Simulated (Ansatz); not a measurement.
**MgSe under a change: Se → Mo**

Base system: MgSe in the rock salt structure (space group Fm-3m, No. 225; a = 5.5084 Å).

Perturbation: every Se is replaced by Mo; the structure is relaxed again.

Computed with DFT with PBE, PAW potentials and a 420 eV plane-wave cutoff in Ansatz (a first-principles code), without spin-orbit coupling. Γ-centred 15×15×15 mesh, Fermi–Dirac width 0.05 eV, for the changed cell.

The volume per atom falls by 2.276 Å³, from 20.89 Å³ to 18.62 Å³ and the density increases by 1.26 g/cm³ (4.10 g/cm³ → 5.36 g/cm³). The lattice parameter a drops by 0.2078 Å, from 5.508 Å to 5.301 Å and the band gap goes from 1.77 eV to zero.

Final structure:

```xyz
2
Lattice="0.0000 2.6503 2.6503 2.6503 0.0000 2.6503 2.6503 2.6503 0.0000" Properties=species:S:1:pos:R:3 pbc="T T T"
Mo     0.0000     0.0000     0.0000
Mg     2.6503     2.6503     2.6503
```

Cost of the whole job for the changed cell (relaxation, final SCF and bands): around 26 core-seconds (rough).

Whether these cells are dynamically stable was not tested. As relaxed here, MgMo is a hypothetical phase, not in the database extracts checked. The final runs are not spin-polarised. MgMo has a high density of states at the Fermi level and may be magnetic at this level.
